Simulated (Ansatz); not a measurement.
Here is the system:

End structure of a constructed model of the (111) surface of fcc Pd, a pseudomorphic layer of Ru in the host's stacking (bottom of the slab: a bare face, its two planes held):

```xyz
7
Lattice="2.7886 0.0000 0.0000 -1.3943 2.4150 0.0000 0.0000 0.0000 30.0000" Properties=species:S:1:pos:R:3 pbc="T T T"
Pd     0.0000     1.6100     8.0599
Pd     1.3943     0.8050    10.3368
Pd     0.0000     0.0000    12.6083
Pd     0.0000     1.6100    14.8891
Pd     1.3943     0.8050    17.1768
Pd     0.0000     0.0000    19.4663
Ru     0.0000     1.6100    21.5998
```

Slab: 7 atoms, 13.9 Å thick at the start; k 15x15x1, smearing 0.1 eV, dipole-corrected; single point; on the structure that PBE left under its start's symmetry; no spin, no spin-orbit, no U. In PBE it is, or lies within 0.01 eV a 1x1 cell of, the lowest of the 2 structures of its composition computed so far; larger cells were not tried.

**Question.** Estimate the work function of the top face that r2SCAN, at the PBE geometry (Ansatz, a program for electronic structure) returns for this input.

**Answer.** 5.30 eV
